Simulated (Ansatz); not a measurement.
A short convergence ladder for KTlO₂ (R3m, 4 atoms in the cell)

```
CELL_PARAMETERS angstrom
      1.71813     0.99196     6.07173
     -1.71813     0.99196     6.07173
      0.00000    -1.98392     6.07173
ATOMIC_POSITIONS crystal
  K  0.50274 0.50274 0.50274
  Tl 0.00000 0.00000 0.00000
  O  0.73208 0.73208 0.73208
  O  0.26792 0.26792 0.26792
```

Base method: LDA (PW92), default PAW files made with PBE (plane waves; Ansatz, a program for electronic structure).

Base settings: basis.ecutwfc = 420 eV; kpoints.mp_grid.grid = 8 8 8; hamiltonian.xc = lda; hamiltonian.pseudopotentials = {kind: paw} (the program's default PAW files); scf.occupations.method = fermi_dirac; scf.occupations.width = 0.02 eV.

**The width of Fermi-Dirac smearing**

The mesh stays at the base's, so the ladder's end is converged at best in this setting alone.

Only quantities that move along the ladder and can be compared are tabulated.

| scf.occupations.width | free energy less the last step's (meV/atom) | pressure (GPa) | largest difference of a force vector from the last step's (eV/Å) |
|---|---|---|---|
| 1 eV | -283.94 | 4.37 | 0.669 |
| 0.5 eV | -32.89 | -1.69 | 0.110 |
| 0.2 eV | -0.85 | -3.15 | 0.001 |
| 0.1 eV | 0.00 | -3.22 | 0.000 |

Widest scf.occupations.width that holds the free energy within 5 meV/atom of the last step, with all finer ones: 0.2 eV; the step before is off by 33 meV/atom.

Widest scf.occupations.width that holds the pressure within 1 GPa of the last step, with all finer ones: 0.2 eV; the step before is off by 1.5 GPa.

Widest scf.occupations.width that holds the forces within 0.005 eV/Å of the last step, with all finer ones: 0.2 eV; the step before is off by 0.11 eV/Å.

On the base run: the starting cell comes from a database of computed structures (which also holds hypothetical and non-ambient phases and stackings), without a prior relaxation at this level. Its lattice was rescaled by up to half a per cent. One atom was moved a little off its site on purpose. In the base run, with a pressure of about -3 GPa the cell is away from its equilibrium volume at this level. Ansatz's pressure includes its estimate of the finite-basis (Pulay) stress.

Keys are those of Ansatz 0.2.
